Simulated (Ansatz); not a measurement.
Abridged Ansatz (a quantum-chemistry and plane-wave program) output:

```
Pseudopotential: Ru, paw, valence charge 16
Pseudopotential: Si, paw, valence charge 4
Crystal: 3 atoms, lattice volume = 39.084 Å³
Basis set: ecut = 500 eV, 997 PW (Γ), exchange–correlation on 128×128×128 points (64 copies of the dense FFT grid, shifted against one another)
Bands: 16, of which v1, the nominal top of the filled ones, is band 12 counted from 1 (11 counted from 0)
Symmetry: 16 space group operations
k-points: 641 of 8000
Functional: x = r2scan, c = r2scan; τ floored in thin density (d = 2e-4 eV/Å³)
SCF iter   1: F=—  HF=-7170.034233 eV  |F-HF|=—  |Δ(HF+E_count)|=         —  Δρ=9.54e-2  dr2=4.53e0  dr2_τ=1.53e-1  ethr=3.10e-3  ⟨swp⟩=6.1  Hψ=59957  notcnv=0
SCF iter   2: F=—  HF=-7169.422537 eV  |F-HF|=—  |Δ(HF+E_count)|=   6.12e-1  Δρ=3.14e-2  dr2=3.28e-1  dr2_τ=2.02e-1  ethr=3.10e-3  ⟨swp⟩=2.3  Hψ=25213  notcnv=0  defer=1
SCF 1 converged in 10 iterations: F = -7169.443220 eV  dr2 = 1.63e-11
SCF converged after 10 iterations
Free energy (F): -7169.443220 eV
Internal energy: -7169.431348 eV  (E = F + TS)
E sigma→0 (E₀):  -7169.437284 eV
Entropy (-TS):   -0.011873 eV (-3.958 meV/atom)
Fermi energy:    16.687516 eV
--- Forces (eV/Å), atoms counted from 1 ---
  atom   1  Ru     0.00000000     0.00000000     0.00000000
  atom   2  Si    -0.00000000     0.00000000     0.00000291
  atom   3  Si     0.00000000     0.00000000    -0.00000291
--- Stress (GPa, compression-positive) ---
       -0.000034       0.000000       0.000000
        0.000000      -0.000034      -0.000000
        0.000000       0.000000       0.000144
  P = ⅓ Tr σ = 0.0000 GPa (0.000 kbar)
```

Task: What was computed, and what are the main results?

Result: RuSi2, 3 atoms in the cell, with r2SCAN (Ansatz), scalar-relativistic without spin-orbit coupling, earlier PAW set. The last SCF converged to F = -7169.443220 eV, or -2389.8144 eV per atom, at a pressure of 0.00 GPa. The total energy compares only with runs of the same code, potentials and settings.

No phonon test of stability was made. All final runs are without spin polarisation. The cell was made from MoSi2 by this change: Mo → Ru; the result is a hypothetical phase, not in the database extracts checked.
